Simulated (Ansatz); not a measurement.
**Effect of uniaxial strain ε_zz = −3.56 % on PtSe2**

Take PtSe2 in the CdI2 type structure (space group P-3m1, No. 164; a = 3.735 Å, c = 5.207 Å; layered, stacked along the Cartesian z axis; relaxed with 0.1 eV smearing) as the base. Axes: x lies along a and z along c of the hexagonal cell.

Modification: uniaxial strain ε_zz = −3.56 %, all other strain components held at zero, atoms relaxed at fixed cell.

Method: r2SCAN+rVV10 (Ansatz, a quantum-chemistry and plane-wave program), no spin-orbit coupling. Settings: 18×18×11 k-points, 0.1 eV Fermi–Dirac smearing.

The volume per atom falls by 0.747 Å³, from 20.97 Å³ to 20.23 Å³ and the space group is still P-3m1 (No. 164). The shortest interatomic distance decreases by 0.34 pm (251.6 pm → 251.2 pm) and the energy goes up by 2.6 meV/atom. The pressure (mean of the normal stresses, compression positive) goes from zero to 1.3 GPa and the band gap stays zero. The largest internal atomic displacement is 0.039 Å and the stress (xx, yy, zz, yz, xz, xy; compression positive) comes out as (1.3, 1.3, 1.2, 0.0, 0.0, 0.0) GPa.

Final structure:

```
PtSe2
1.0
    3.73518     0.00000     0.00000
   -1.86759     3.23476     0.00000
    0.00000     0.00000     5.02189
Pt Se
1 2
Direct
  0.00000   0.00000   0.00000
  0.66667   0.33333   0.25672
  0.33333   0.66667   0.74328
```

With Pt present, leaving out spin-orbit coupling can change the band edges. Whether these cells are dynamically stable was not tested. The final runs are not spin-polarised. The zero or small gap of PtSe2 can change with the level of theory.
